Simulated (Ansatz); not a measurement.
GaSb: response to strain

Consider GaSb in the zinc blende structure (space group F-43m, No. 216; a = 6.1324 Å). Axes: x, y, z lie along the cube axes.

Strains are applied to the cell and any free atomic positions relax; under biaxial strain the out-of-plane vector relaxes too.

Level of theory: DFT with r2SCAN, PAW potentials and a 500 eV plane-wave cutoff in Ansatz (a program for electronic structure), no SOC.

Computed cases, in order: biaxial strain −2.50 %, plane normal [111], relaxed out of plane; biaxial strain −2.08 %, plane normal [111], relaxed out of plane; biaxial strain −1.67 %, plane normal [111], relaxed out of plane; biaxial strain −1.25 %, plane normal [111], relaxed out of plane; biaxial strain −0.83 %, plane normal [111], relaxed out of plane; biaxial strain −0.42 %, plane normal [111], relaxed out of plane; the unstrained base.

Between which two neighbouring cases does the gap turn between direct and indirect?

Between biaxial strain −2.50 %, plane normal [111], relaxed out of plane (0.53 eV, indirect, Γ → L) and biaxial strain −2.08 %, plane normal [111], relaxed out of plane (0.54 eV, direct at Γ). The whole series: biaxial strain −2.50 %, plane normal [111], relaxed out of plane: 0.53 eV, indirect, Γ → L; biaxial strain −2.08 %, plane normal [111], relaxed out of plane: 0.54 eV, direct at Γ; biaxial strain −1.67 %, plane normal [111], relaxed out of plane: 0.52 eV, direct at Γ; biaxial strain −1.25 %, plane normal [111], relaxed out of plane: 0.50 eV, direct at Γ; biaxial strain −0.83 %, plane normal [111], relaxed out of plane: 0.47 eV, direct at Γ; biaxial strain −0.42 %, plane normal [111], relaxed out of plane: 0.44 eV, direct at Γ; the unstrained base: 0.41 eV, direct at Γ.

Spin-orbit coupling, missing from the scalar runs, can matter with Sb. No phonon test of stability was made. Labels are those of the standard path for the cell's own space group.
